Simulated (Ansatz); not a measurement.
YAl$_{3}$ (Pm-3m), PBEsol, DFPT electron-phonon coupling, linearised Boltzmann equation in Ansatz (an electronic-structure program): phonon-limited resistivity 8.30 μΩ·cm at 300 K, 11.5 μΩ·cm at 400 K, current-weighted mean free path 18.0 nm, Drude plasma energy 5.77 eV.

Question: What is the classical skin depth at 1 GHz (nonmagnetic, μ₀ = 1.257×10⁻⁶ H/m)?

Answer: δ = √(ρ/(π f μ₀)) = 4590 nm.

Question: What Drude relaxation time do resistivity and plasma energy imply?

Answer: ω_p = 8.77e15 s⁻¹, so τ = 1/(ε₀ ω_p² ρ) = 17.7 fs, a damping ħ/τ of 37.2 meV.

Question: Estimate the electronic thermal conductivity at 300 K by the Wiedemann-Franz law (L₀ = 2.44×10⁻⁸ W·Ω/K²).

Answer: L₀T/ρ = 2.44×10⁻⁸ × 300/(8.30×10⁻⁸) = 88.2 W/(m·K). Inelastic scattering puts the true Lorenz number somewhat under L₀ near and below the Debye temperature.

A metal at this level (no band gap). Only scattering by harmonic phonons is included (no impurities, grain boundaries, electron-electron scattering or thermal expansion). Spin-orbit coupling is left out. The run warned that the eigensolver left some states short of its tolerance. Halving the electron mesh (20x20x20) moves the resistivity by up to 9 % at 300 K, the mean free path by up to 7 %. Smearing 0.20 eV; phonons on a 3x3x3 q mesh, which this run doesn't test.

Computed structure with no diffraction record at hand here (it may be known, metastable or hypothetical): YAl3 (Pm-3m).
